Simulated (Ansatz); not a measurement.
**NiGe: response to strain**

The reference is NiGe (space group Pnma, No. 62; non-magnetic).

```yaml
crystal:
  lattice:
    - [5.40742, 0.00000, 0.00000]
    - [0.00000, 3.47344, 0.00000]
    - [0.00000, 0.00000, 5.84671]
  atoms:
    - { symbol: Ni, position: [0.50562, 0.25000, 0.69027] }
    - { symbol: Ni, position: [0.00562, 0.25000, 0.80973] }
    - { symbol: Ni, position: [0.49438, 0.75000, 0.30973] }
    - { symbol: Ni, position: [0.99438, 0.75000, 0.19027] }
    - { symbol: Ge, position: [0.68992, 0.25000, 0.08694] }
    - { symbol: Ge, position: [0.18992, 0.25000, 0.41306] }
    - { symbol: Ge, position: [0.31008, 0.75000, 0.91306] }
    - { symbol: Ge, position: [0.81008, 0.75000, 0.58694] }
```

Cartesian axes are those of the cell as printed.

Strains are applied to the cell and any free atomic positions relax; under biaxial strain the out-of-plane vector relaxes too.

Method: DFT with PBE, PAW potentials and a 420 eV plane-wave cutoff in Ansatz (a quantum-chemistry and plane-wave program), no spin-orbit coupling.

Notes on the quantities. pressure: mean of the normal stresses, compression positive.

| case | pressure | shortest interatomic distance |
|---|---|---|
| base | 0.0 GPa | 2.354 Å |
| biaxial strain +1.82 %, plane normal [001], relaxed out of plane | -2.3 GPa | 2.365 Å |
| biaxial strain +2.41 %, plane normal [001], relaxed out of plane | -2.9 GPa | 2.369 Å |
| isotropic strain −5.34 % | 33.2 GPa | 2.261 Å |

Without a gap, meshes like the base's 9×13×8 leave anisotropic stresses uncertain by several tenths of a GPa, and small strain energies with them. No phonon test of stability was made. Starting moments died away, wholly or in part, for the base; another magnetic solution may exist. The final runs are not spin-polarised.
